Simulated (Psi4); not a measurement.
Psi4 1.11, B3LYP/def2-svp, scf_type pk: OC[Si@@]1(O)C=NC1, 14 atoms. The geometry is a generated start, not checked to be a minimum at this level.

```json
{
  "task": "energy",
  "method": "b3lyp",
  "basis": "def2-svp",
  "memory": "7 GB",
  "e_convergence": "1e-08",
  "d_convergence": "1e-07",
  "guess": "auto, which took SAD (default)",
  "diis_max_vecs": "10 (default)",
  "scf_initial_accelerator": "adiis (default)",
  "dft_radial_points": "75 (default)",
  "dft_spherical_points": "302 (default)",
  "basis_functions": "137",
  "grid_points": "297978"
}
```

```xyz
14

O      2.1616    -1.4155    -0.5769
C      1.3617    -0.2572    -0.8639
Si     0.0528     0.2073     0.3560
O      0.5311     0.1350     1.9491
C     -1.0575     1.5312    -0.1159
N     -2.1241     0.8326    -0.3327
C     -1.5897    -0.5332    -0.0682
H      2.5743    -1.2774     0.2961
H      2.0598     0.5779    -0.9865
H      0.9107    -0.4282    -1.8469
H     -0.1841     0.2046     2.6043
H     -0.9531     2.6197    -0.2046
H     -1.6237    -1.1667    -0.9592
H     -2.1198    -1.0302     0.7492
```

The reference run uses exact four-centre integrals (scf_type = pk). Each setting ran once; only counts and results are compared.

Measured:

```csv
setting,energy against the reference
"scf_type = cd, cholesky_tolerance = 1e-06",−0.012 meV/atom
"scf_type = cd, cholesky_tolerance = 0.0001 (default)",−1.8 meV/atom
"scf_type = cd, cholesky_tolerance = 0.001",−6.2 meV/atom
"scf_type = cd, cholesky_tolerance = 0.01",+9.6 meV/atom
```

**Question.** How far does the result lie from the reference with scf_type = cd, cholesky_tolerance = 1e-05?

**Answer.** energy against the reference: −0.25 meV/atom. Total energies are compared; such shifts often cancel in part in energy differences.
